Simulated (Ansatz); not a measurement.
**Worked example: self-consistent single point of NaLaMgWO₆ (C2/m, 20 atoms in the cell) in Ansatz (a quantum-chemistry and plane-wave program)**

Method: PBEsol, default PAW files made with PBE (plane waves; Ansatz).

This input was run:

Ansatz 0.2 input:
```yaml
# NaLaMgWO6
crystal:
  lattice:
    - [3.941980, -3.984550, 0.000000]
    - [3.941980, 3.984550, 0.000000]
    - [-0.009098, 0.000000, 7.958425]
  atoms:
    - { symbol: Na, position: [0.753070, 0.246930, 0.500000] }
    - { symbol: Na, position: [0.246930, 0.753070, 0.500000] }
    - { symbol: La, position: [0.246200, 0.753800, 0.000000] }
    - { symbol: La, position: [0.753800, 0.246200, 0.000000] }
    - { symbol: Mg, position: [0.251890, 0.251890, 0.256170] }
    - { symbol: Mg, position: [0.748110, 0.748110, 0.743830] }
    - { symbol: W, position: [0.751600, 0.751600, 0.261890] }
    - { symbol: W, position: [0.248400, 0.248400, 0.738110] }
    - { symbol: O, position: [0.697710, 0.697710, 0.489730] }
    - { symbol: O, position: [0.302290, 0.302290, 0.510270] }
    - { symbol: O, position: [0.490730, 0.490730, 0.812000] }
    - { symbol: O, position: [0.509270, 0.509270, 0.188000] }
    - { symbol: O, position: [0.506410, 0.990830, 0.228870] }
    - { symbol: O, position: [0.493590, 0.009170, 0.771130] }
    - { symbol: O, position: [0.009170, 0.493590, 0.771130] }
    - { symbol: O, position: [0.990830, 0.506410, 0.228870] }
    - { symbol: O, position: [0.991170, 0.991170, 0.293500] }
    - { symbol: O, position: [0.008830, 0.008830, 0.706500] }
    - { symbol: O, position: [0.193170, 0.193170, 0.994200] }
    - { symbol: O, position: [0.806830, 0.806830, 0.005800] }
kpoints:
  mp_grid: { grid: [6, 6, 4] }
hamiltonian:
  xc: pbesol
  pseudopotentials: { kind: paw }
scf:
  occupations: { method: gaussian, width: 0.02 }
output:
  forces: true
  eigenvalues: true
  stress: true
```

Output (repeated stretches shortened):

```
WARN basis.ecutwfc = 420 eV, the default
WARN ansatz: RAYON_NUM_THREADS=1 ignored (pool sized by the plan → 1); use --threads N
Pseudopotentials: kind: paw
Pseudopotential: Na, paw, valence charge 9
Pseudopotential: La, paw, valence charge 11
Pseudopotential: Mg, paw, valence charge 10
Pseudopotential: W, paw, valence charge 14
Pseudopotential: O, paw, valence charge 6
Crystal: 20 atoms, lattice volume = 250.006 Å³
Basis set: ecut = 420 eV, 4879 PW (Γ), exchange–correlation on 80×80×108 points (8 copies of the dense FFT grid, shifted against one another)
Bands: 100, of which v1, the nominal top of the filled ones, is band 80 counted from 1 (79 counted from 0)
Symmetry: 4 space group operations
Space group: C2/m (ITA 12), of the structure as read, at distance tolerance 6.3e-5 Å
k-points: 47 of 144
PAW frozen core: Na, regenerated for the run's functional, and the local potential with it
PAW frozen core: La, regenerated for the run's functional, and the local potential with it
PAW frozen core: Mg, regenerated for the run's functional, and the local potential with it
PAW frozen core: W, regenerated for the run's functional, and the local potential with it
PAW frozen core: O, regenerated for the run's functional, and the local potential with it
Initial density: superposition of atomic densities (neutral atoms: chi_scale 0, normalization atom), corrected by the library's trained network
Initial wavefunctions: pseudopotential atomic-orbital guess
Eigensolver: davidson
Functional: x = pbesol(κ = 0.804, μ = 0.12345679012345678), c = pbesol(β = 0.046)
SCF iter   1: F=—  HF=-46365.373751 eV  |F-HF|=—  |Δ(HF+E_count)|=         —  Δρ=1.67e-2  dr2=6.11e-1  ethr=1.77e-3  ⟨swp⟩=5.1  Hψ=15733  notcnv=0  defer=5
all-band conjugate gradients solve this SCF's bands
preconditioner: auto → Resta (q_TF=auto, 2.533 Å⁻¹)
SCF iter   2: F=—  HF=-46365.242433 eV  |F-HF|=—  |Δ(HF+E_count)|=   1.31e-1  Δρ=4.80e-3  dr2=6.33e-2  ethr=3.82e-4  ⟨swp⟩=2.0  Hψ=8117  notcnv=0  defer=658
SCF iter   3: F=—  HF=-46365.231504 eV  |F-HF|=—  |Δ(HF+E_count)|=   1.09e-2  Δρ=1.52e-3  dr2=5.79e-3  ethr=3.96e-5  ⟨swp⟩=2.0  Hψ=7201  notcnv=0  defer=658
SCF iter   4: F=—  HF=-46365.231388 eV  |F-HF|=—  |Δ(HF+E_count)|=   1.16e-4  Δρ=6.77e-4  dr2=1.01e-3  ethr=3.62e-6  ⟨swp⟩=2.0  Hψ=6276  notcnv=0  defer=658
SCF iter   5: F=—  HF=-46365.231381 eV  |F-HF|=—  |Δ(HF+E_count)|=   7.22e-6  Δρ=2.90e-4  dr2=1.90e-4  ethr=6.30e-7  ⟨swp⟩=2.0  Hψ=6428  notcnv=0  defer=658
SCF iter   6: F=—  HF=-46365.231406 eV  |F-HF|=—  |Δ(HF+E_count)|=   2.52e-5  Δρ=6.55e-5  dr2=1.24e-5  ethr=1.19e-7  ⟨swp⟩=2.0  Hψ=6192  notcnv=0  defer=658
SCF iter   7: F=—  HF=-46365.231384 eV  |F-HF|=—  |Δ(HF+E_count)|=   2.19e-5  Δρ=5.17e-5  dr2=6.23e-6  ethr=7.72e-9  ⟨swp⟩=2.3  Hψ=7631  notcnv=0  defer=658
SCF iter   8: F=—  HF=-46365.231383 eV  |F-HF|=—  |Δ(HF+E_count)|=   5.30e-7  Δρ=1.45e-5  dr2=7.92e-7  ethr=3.90e-9  ⟨swp⟩=2.0  Hψ=6394  notcnv=0  defer=658
SCF iter   9: F=—  HF=-46365.231384 eV  |F-HF|=—  |Δ(HF+E_count)|=   6.90e-8  Δρ=6.03e-6  dr2=1.22e-7  ethr=4.95e-10  ⟨swp⟩=2.0  Hψ=6816  notcnv=0  defer=658
SCF iter  10: F=-46365.231383 eV  HF=-46365.231384 eV  |F-HF|=6.55e-8  |Δ(HF+E_count)|=   7.15e-9  Δρ=5.80e-6  dr2=7.98e-8  ethr=6.25e-11  ⟨swp⟩=11.3  Hψ=22484  notcnv=0
SCF 1 converged in 10 iterations: F = -46365.231383 eV  dr2 = 7.98e-8
SCF converged after 10 iterations
Free energy (F): -46365.231383 eV
Harris-Foulkes:  -46365.231384 eV  (|F-HF|=6.55e-8)
Internal energy: -46365.231383 eV  (E = F + TS)
E sigma→0 (E₀):  -46365.231383 eV
Fermi energy:    9.670269 eV
--- Per-component energies (eV) ---
  E_band       = -1494.303908
  E_kinetic    = 3763.628069
  E_local      = -11877.913081  (includes V_loc(G=0)·N_el)
  E_nonlocal   = 1195.160284
  E_hartree    = 4215.511268
  E_xc         = -1816.226928
  E_vxc        = -2068.052053  (∫ρ·V_xc dr)
  E_paw        = -30422.536571  (= ΣΔE_a)
  E_vpaw       = -938.181674  (= ΣTr[D̂ρ^β])
  E_aug_tail   = 0.029081  (compensation charges beyond the density's cutoff)
  E_ewald      = -11424.316675
  E_core_change = 1.433170  (= ΣΔE_core)
  E_smearing   = -0.000000  (= −TS)
  E_closure    = 0.000000  (closes the sum)
  Σ components = -46365.231383   (vs F -46365.231383, Δ=0.00e0)
--- Forces (eV/Å), atoms counted from 1 ---
  atom   1  Na     0.00000000     0.00357495     0.00000000
  atom   2  Na     0.00000000    -0.00357495     0.00000000
  atom   3  La     0.00000000     0.03303851     0.00000000
  atom   4  La     0.00000000    -0.03303851     0.00000000
  atom   5  Mg     0.00060539     0.00000000    -0.10136358
  atom   6  Mg    -0.00060539     0.00000000     0.10136358
  atom   7  W      0.21313587     0.00000000     0.47763080
  atom   8  W     -0.21313587     0.00000000    -0.47763080
  atom   9  O      0.26483561     0.00000000    -1.16759172
  atom  10  O     -0.26483561     0.00000000     1.16759172
  atom  11  O     -0.58712412     0.00000000    -0.06424068
  atom  12  O      0.58712412     0.00000000     0.06424068
  atom  13  O     -0.00259952    -0.81160188    -0.02437940
  atom  14  O      0.00259952     0.81160188     0.02437940
  atom  15  O      0.00259952    -0.81160188     0.02437940
  atom  16  O     -0.00259952     0.81160188    -0.02437940
  atom  17  O     -0.96671628     0.00000000    -0.19296738
  atom  18  O      0.96671628     0.00000000     0.19296738
  atom  19  O     -0.02108957     0.00000000    -0.32506070
  atom  20  O      0.02108957     0.00000000     0.32506070
  max |Σ_I F_I| component: 2.26e-16 eV/Å
--- Stress (GPa, compression-positive) ---
       -8.381618       0.000000       0.055635
        0.000000      -8.464462       0.000000
        0.055635       0.000000      -7.885189
  P = ⅓ Tr σ = -8.2438 GPa (-82.438 kbar)
  The stress holds the Pulay correction. Without it, at fixed plane waves, as pw.x and ABINIT print it: P = -8.8508 GPa
--- Band table (eV; the first three rows and the last of 47) ---
  k-point 0: bands = ["-66.0919", "-66.0919", "-63.7678", "-63.7678", "-41.2419", "-41.2413", "-30.7262", "-30.7262", "-30.7214", "-30.7214", "-30.7206", "-30.7205", "-30.3294", "-30.3293", "-30.3219", "-30.3215", "-30.3056", "-30.3054", "-21.7726", [...]
  k-point 1: bands = ["-66.0919", "-66.0919", "-63.7678", "-63.7678", "-41.2419", "-41.2413", "-30.7262", "-30.7262", "-30.7214", "-30.7214", "-30.7206", "-30.7205", "-30.3294", "-30.3293", "-30.3219", "-30.3216", "-30.3056", "-30.3054", "-21.7726", [...]
  k-point 2: bands = ["-66.0919", "-66.0919", "-63.7678", "-63.7678", "-41.2419", "-41.2413", "-30.7262", "-30.7262", "-30.7214", "-30.7213", "-30.7205", "-30.7205", "-30.3294", "-30.3293", "-30.3219", "-30.3217", "-30.3056", "-30.3055", "-21.7726", [...]
  k-point 46: bands = ["-66.0919", "-66.0919", "-63.7678", "-63.7678", "-41.2416", "-41.2416", "-30.7263", "-30.7263", "-30.7214", "-30.7214", "-30.7205", "-30.7205", "-30.3297", "-30.3294", "-30.3218", "-30.3218", "-30.3057", "-30.3056", [...]
```

The run converged in 10 iterations.

The starting cell comes from a database of computed structures (which also holds hypothetical and non-ambient phases and stackings), without a prior relaxation at this level. Spin-orbit coupling is off. With a pressure of about -8 GPa the cell is away from its equilibrium volume at this level. Forces in this geometry exceed 1 eV/Å. Ansatz's pressure includes its estimate of the finite-basis (Pulay) stress. Without the estimate this run gives -8.85 GPa.

Cost on one core of a shared machine: roughly 50 s.
